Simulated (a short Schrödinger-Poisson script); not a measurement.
System: gated Al0.4Ga0.6As/GaAs δ-doped gas, at 20 K.

| layer | material | thickness (nm) | Na (cm⁻³) |
|---|---|---|---|
| 1 | Al0.4Ga0.6As | 15 | - |
| 2 | Al0.4Ga0.6As | 20 | - |
| 3 | GaAs | 6000 | 8e14 |

The device is made up for the run: typed textbook-type constants, with dimensions and the other settings drawn at random. Al0.4Ga0.6As: permittivity 11.76, conduction-band edge (eV) 0.316, gap (eV) 1.923, electron mass (mₑ) 0.1002, Nv at 300 K (cm⁻³) 9e18. GaAs: permittivity 12.9, conduction-band edge (eV) 0, gap (eV) 1.424, Nv at 300 K (cm⁻³) 9e18.

Channel valleys (confinement mass, in-plane density-of-states mass, number): Γ 0.067, 0.067, 1. At the gate the conduction-band edge of layer 1 lies 1.07 eV − eVg above the Fermi level of the channel; the field vanishes at the back. Sheet of ionised δ-doping: +1.8e12 e/cm² at 15 nm from the gate. The barrier under the gate holds no holes. Gaps are held at their typed values at every temperature. Mesh 0.08 nm at interfaces.

Solved with a short Schrödinger-Poisson script written for these runs: 1D Poisson equation in equilibrium, electrons quantum, Hartree plus LDA exchange-correlation (BenDaniel-Duke, 40 states a valley, the channel's in-plane mass for all, wave functions free to enter the barrier), parabolic valleys, classical holes, full ionisation, no traps, pinning or gate leakage.

The same stack at other levels of the model or other numerical settings:

```csv
run,sheet density of all electrons at Vg = 0.5 V (cm⁻²),capacitance at Vg = 0.5 V (μF/cm²),centroid of the channel electrons at Vg = 0.5 V (nm),gate voltage at 1e11 electrons/cm² (V),rough cost against the base
base,1.11e11,0.252,7.94,0.50,about 1
"electrons treated as classical, Boltzmann",?,?,?,0.48,0.04
"electrons treated as classical, Fermi-Dirac",1.25e11,0.247,3.16,0.49,0.2
"electrons treated as quantum, Hartree",1.02e11,0.245,8.17,0.50,about 1
mesh six times as coarse,1.10e11,0.252,7.94,0.50,0.3
one subband a valley,1.11e11,0.252,7.94,0.50,0.3
```

**Question.** Complete the blanks.

**Answer.** 
- electrons treated as classical, Boltzmann, sheet density of all electrons at Vg = 0.5 V (cm⁻²): 1.53e11
- electrons treated as classical, Boltzmann, centroid of the channel electrons at Vg = 0.5 V (nm): 0.80
- electrons treated as classical, Boltzmann, capacitance at Vg = 0.5 V (μF/cm²): 0.289

The classical rows ignore confinement, and Boltzmann statistics overrate the density once the band edge passes the Fermi level.
